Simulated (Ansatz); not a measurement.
**Point-defect migration in zinc-blende AlAs**

Some mobile defects of zinc-blende AlAs. Calculation: PBE, PAW (plane waves to 420 eV; Ansatz, a program for electronic structure).

Barriers are those of the lowest checked hop between equivalent sites, from the lowest site run (climbing-image NEB, static, fixed cells, no finite-size terms; on the finer meshes named, energies are single points at the band's geometries). One hop need not carry long-range diffusion, and untried routes could be lower. Saddle orders were checked for a part of the study's bands only and are not shown. Vacancies start on their lattice site; split forms were not set up. Charge states are imposed.

```json
[
 {"Defect": "As vacancy, charge +1", "Route": "a nearby As jumps into the vacancy", "Hop (Å)": "4.09", "Direction in the unit cell": "(0.00, -0.50, -0.50)", "Neighbours at the saddle": "Al at 2.36, 2 Al at 2.54 Å", "Cell": "64 sites, 2×2×2 shifted"},
 {"Defect": "interstitial H, charge +1", "Route": "H moves farthest", "Hop (Å)": "1.97", "Direction in the unit cell": "(-0.03, -0.24, -0.24)", "Neighbours at the saddle": "Al at 2.16; As at 1.56 Å", "Cell": "64 sites, 2×2×2 shifted"},
 {"Defect": "Al vacancy, charge -3", "Route": "a nearby Al jumps into the vacancy", "Hop (Å)": "3.89", "Direction in the unit cell": "(0.00, 0.48, -0.48)", "Neighbours at the saddle": "As at 2.35, 2 As at 2.76, 2 As at 2.77 Å", "Cell": "64 sites, 2×2×2 shifted"}
]
```

Task: Order these hops by barrier, lowest first, with values.

Result: interstitial H, charge +1: 0.30 eV; Al vacancy, charge -3: 1.66 eV; As vacancy, charge +1: 2.04 eV. Gaps under about 0.1 eV are within the calculation's error.
